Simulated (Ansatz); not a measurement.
Data:

```
CELL_PARAMETERS angstrom
      3.56343     0.00000     0.00000
      1.78171     3.08602     0.00000
      1.78171    -1.02867     2.94402
ATOMIC_POSITIONS crystal
  Be 0.99902 0.00049 0.00147
  Se 0.50098 0.24951 0.74853
```

No spin polarisation.

Method: LDA (Ansatz, a quantum-chemistry and plane-wave program, PAW, no SOC). k-mesh 11×11×11 (Γ-centred); smearing 0.05 eV (Fermi–Dirac).

Problem. Estimate the gap character.

Solution. Indirect, Γ → F.

Problem. What is the computed valence-band top at Γ (three highest levels, from the VBM)?

Solution. 0.00, 0.00, -0.10 eV.

The cells carry an imposed strain or load. Whether these cells are dynamically stable was not tested. The cell was made from BeSe in the zinc blende structure (space group F-43m, No. 216) by this change: biaxial strain −0.83 %, plane normal [111], relaxed out of plane.
